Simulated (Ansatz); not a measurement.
Results of PBEsol (Ansatz, an electronic-structure program, PAW) for Ga3AlAs4 (model structure, P-4m2, No. 115, 8 atoms in the cell).

Numerical settings: plane-wave cutoff 520 eV, 8×8×4 k mesh (along the axes of the cell as run), Fermi–Dirac smearing 0.01 eV, scalar-relativistic PAW data made under PBE.

Cell (relaxed at this level):

```xyz
8
Lattice="4.0063 0.0000 0.0000 0.0000 4.0063 0.0000 0.0000 0.0000 11.3183" Properties=species:S:1:pos:R:3 pbc="T T T"
Ga     0.0000     0.0000     8.4932
As     2.0032     0.0000     9.9062
Ga     2.0032     2.0032     0.0000
As     0.0000     2.0032     1.4122
Ga     0.0000     0.0000     2.8251
As     2.0032     0.0000     4.2427
Al     2.0032     2.0032     5.6592
As     0.0000     2.0032     7.0756
```

### Question
What does this level give for the band gap?

### Answer

- band gap = 0.73 eV (direct)

Note: the relaxation could raise the start's symmetry but not lower it, so the cell can be a saddle point.

Spin–orbit coupling is not included.

Static lattice: no zero-point or thermal effects.

A model structure was made by putting elements into a prototype or built by hand; it is no filed structure, need not be a known phase, and can be a saddle point held by its symmetry.
